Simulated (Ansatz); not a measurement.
System: YbAl₃ (Pm-3m, No. 221; cell taken from a computed entry). Method: PBEsol (PAW; Ansatz, a first-principles code).

Settings: plane-wave cutoff 500 eV, 14×14×14 k mesh, Fermi–Dirac smearing 0.1 eV, no spin polarisation, scalar-relativistic PAW data made under PBE.

Computed at the level's own relaxed cell.

Q: Estimate the volume per atom and lattice parameter a that the calculation returns.

A: 
volume per atom: 18.26 Å³/atom
lattice parameter a: 4.180 Å

The run finds no gap.

Note: the relaxation could not lower the start's symmetry, so the cell can be a saddle point above a distorted one; the 4f shell is treated without U or exact exchange, so its levels and filling can be wrong.

Spin–orbit coupling is not included.

Computed values are for the static lattice.

The result took very roughly 70 core-seconds.
